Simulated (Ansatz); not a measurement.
The parent structure is SiO₂ in the rutile structure (space group P4_2/mnm, No. 136).

```xyz
6
Lattice="4.2361 0.0000 0.0000 0.0000 4.2361 0.0000 0.0000 0.0000 2.6904" Properties=species:S:1:pos:R:3 pbc="T T T"
Si     0.0000     0.0000     0.0000
Si     2.1180     2.1180     1.3452
O      1.3004     1.3004     0.0000
O      3.4184     0.8176     1.3452
O      0.8176     3.4184     1.3452
O      2.9357     2.9357     0.0000
```

Cartesian axes are those of the cell as printed.

The values are results of PBE/PAW in Ansatz (a program for electronic structure), without spin-orbit coupling, not measurements.

One thing is altered: an isotropic linear strain of +2.40 %, atoms relaxed at fixed cell.

Q: Predict the stress tensor and what it implies for the stiffness.

A: Stress of the strained cell less that of the base (GPa, compression positive):
```
 -14.17    0.00    0.00
   0.00  -14.17    0.00
   0.00    0.00  -22.07
```

Then B = −ΔP/(ΔV/V₀) with ΔV/V₀ = 0.0737 gives secant stiffness values (nonlinear terms included at this strain): B (at held cell shape, above the free-shape value) ≈ 228 GPa.

As a check, the harmonic strain energy −½ V₀ Δσ:ε is 30 meV/atom; the computed energy rise is 33 meV/atom.

No phonon test of stability was made.
